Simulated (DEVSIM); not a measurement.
Structure: abrupt Si p-n junction, at 300 K.

Layer 1 from the left is Si, thickness (μm) 0.460, Na (cm⁻³) 2.1e15, τn (s) 4.5e-6, τp (s) 4.5e-6. Layer 2 from the left is Si, thickness (μm) 0.350, Nd (cm⁻³) 3.2e16, τn (s) 4.5e-6, τp (s) 4.5e-6.

Left contact: ohmic. Right contact: ohmic. Voltage is applied to the left contact. Recombination: SRH at mid-gap, radiative. Mobility is constant in doping.

Constants are typed, rounded textbook-type inputs, not results; the design itself was drawn at random and stands for no fabricated device. Values at 300 K.

Si: gap (eV) 1.124, affinity (eV) 4.05, permittivity 11.7, Nc (cm⁻³) 2.86e19, Nv (cm⁻³) 3.1e19, μn (cm²/Vs) 1417, μp (cm²/Vs) 470, B (cm³/s) 4.7e-15.

DEVSIM, 1D drift-diffusion, Boltzmann statistics, complete ionisation; no tunnelling, impact ionisation, image-force lowering or self-heating.

Question: What does the simulation give for the dark forward voltage at 100 A/cm², the dark forward voltage at 1 A/cm², the potential step across the device at zero bias, the largest field in the device at zero bias?

Answer: dark forward voltage at 100 A/cm² 0.598 V; dark forward voltage at 1 A/cm² 0.457 V; potential step across the device at zero bias 0.700 V; largest field in the device at zero bias 21000 V/cm.
